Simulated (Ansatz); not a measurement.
Base system: SiO2 in the CdI2 type structure (space group P-3m1, No. 164; a = 2.670 Å, c = 4.542 Å; a hypothetical phase, not in the database extracts checked; layered, stacked along the Cartesian z axis).

Levels (all Ansatz, a quantum-chemistry and plane-wave program, PAW): r2SCAN+rVV10 (500 eV, no spin-orbit coupling); HSE06 (420 eV, no SOC).

Its gap is 7.21 eV with r2SCAN+rVV10 and 8.41 eV with HSE06.

It is then changed as follows: a free-standing slab of 3 layers (9 atoms, 3 a layer) is cut normal to the stacking axis, with 15 Å of vacuum and the in-plane cell relaxed.

With r2SCAN+rVV10 the gap becomes 7.43 eV.

Problem. If the HSE06 correction stayed the same, what would the HSE06 gap be, and what does the HSE06 run give?

Solution. A rigid correction of +1.20 eV gives 8.63 eV. The HSE06 run gives 8.58 eV, so the correction itself changes by -0.05 eV.

Single points use the geometry relaxed with r2SCAN+rVV10. HSE06 was sampled on its mesh, a few special points and the semilocal edge points, so its gap is an upper bound. Whether these cells are dynamically stable was not tested.
